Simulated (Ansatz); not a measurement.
Hf2O3 (model structure, P-4m2, No. 115, 5 atoms in the cell), treated with PBEsol (plane waves, PAW; Ansatz, a first-principles code).

Settings: plane-wave cutoff 520 eV, 16×16×12 k mesh (along the axes of the cell as run), Fermi–Dirac smearing 0.05 eV, scalar-relativistic PAW data made under PBE.

Cell (relaxed at this level):

```cif
data_Hf2O3
_chemical_formula_sum 'Hf2 O3'
_space_group_name_H-M_alt 'P-4m2'
_space_group_IT_number 115
_space_group_name_Hall 'P -4 -2'
_cell_length_a 3.53058
_cell_length_b 3.53058
_cell_length_c 4.99601
_cell_angle_alpha 90.000
_cell_angle_beta 90.000
_cell_angle_gamma 90.000
loop_
_atom_site_label
_atom_site_type_symbol
_atom_site_symmetry_multiplicity
_atom_site_Wyckoff_symbol
_atom_site_fract_x
_atom_site_fract_y
_atom_site_fract_z
_atom_site_occupancy
Hf1 Hf 2 g 0.00000 0.50000 0.25012 1
O1 O 1 a 0.00000 0.00000 0.00000 1
O2 O 1 b 0.50000 0.50000 0.00000 1
O3 O 1 d 0.00000 0.00000 0.50000 1
```

### Question
Give the computed bulk modulus.

### Answer

bulk modulus: 216 GPa

The run finds no gap.

Note: the bulk modulus is −V dP/dV from two relaxed cells at ±2 % in volume; the relaxation could raise the start's symmetry but not lower it, so the cell can be a saddle point.

Spin–orbit coupling is not included; it can open a gap where bands touch, and shift volumes and moduli.

Static lattice: no zero-point or thermal effects.

A model structure was made by putting elements into a prototype or built by hand; it is no filed structure, need not be a known phase, and can be a saddle point held by its symmetry.
